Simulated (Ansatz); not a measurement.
We consider bcc Ca (high-temperature phase), described by PBEsol-D3(BJ) (Ansatz, a program for electronic structure, plane waves, PAW).

Settings: plane-wave cutoff 520 eV, 18×18×18 k mesh, Fermi–Dirac smearing 0.05 eV, scalar-relativistic PAW data made under PBE.

Energies at three volumes about the minimum:

```tsv
V (Å³/atom)	E − E_lowest (meV/atom)
37.082	0.81
37.839	0.00
38.596	0.84
```

Task: Fit a parabola by hand: where is the minimum, what lattice constant follows, and what is the bulk modulus?

Result: Slopes: (0.00 − 0.81)/(37.839 − 37.082) = -1.070 and (0.84 − 0.00)/(38.596 − 37.839) = 1.110 meV/Å³. Curvature E″ = 2 × (1.110 − (-1.070))/(38.596 − 37.082) = 2.880 meV/Å⁶. From the middle of the first interval, the slope vanishes at V0 = 37.4605 − (-1.070)/2.880 = 37.832 Å³/atom. B = V0 E″ = 37.832 × 2.880 meV/Å³ × 0.1602 GPa per meV/Å³ = 17.5 GPa. With 2 atoms in the cube, a = (2 × 37.832)^(1/3) = 4.230 Å. The full Birch–Murnaghan fit to all volumes gives V0 = 37.821 Å³/atom and B0 = 17.5 GPa.

Note: symmetry holds this phase in the static calculation, where it need not be a minimum; the volume lies 10 % below that of the published cell.
